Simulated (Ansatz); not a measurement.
## A computed series for Ga2O3: response to strain

The parent structure is Ga$_{2}$O$_{3}$ in the corundum structure (space group R-3c, No. 167; a = 4.9499 Å, c = 13.3058 Å (hexagonal axes)). Axes: x lies along a and z along c of the hexagonal cell.

Strains are applied to the cell and any free atomic positions relax.

Level of theory: DFT with LDA, PAW potentials and a 420 eV plane-wave cutoff in Ansatz (an electronic-structure program), no spin-orbit coupling.

Notes on the quantities. energy relative to the base: free energy F.

| uniaxial strain ε_zz (%) | energy relative to the base (meV/atom) |
|---|---|
| 0 | 0.0 |
| 0.75 | 0.6 |
| 1.5 | ? |
| 2.25 | 5.4 |
| 3 | 9.5 |

**Question.** Fit ΔE = Aε² + Bε³ (ε in %) to the rows shown and predict the withheld row.

**Answer.** Least squares on the printed values gives A = 1.10 and B = -0.014 meV/atom (largest residual 0.0 meV/atom); this predicts 2.4 meV/atom, and the run gives 2.4 meV/atom, in agreement.

No phonon test of stability was made.
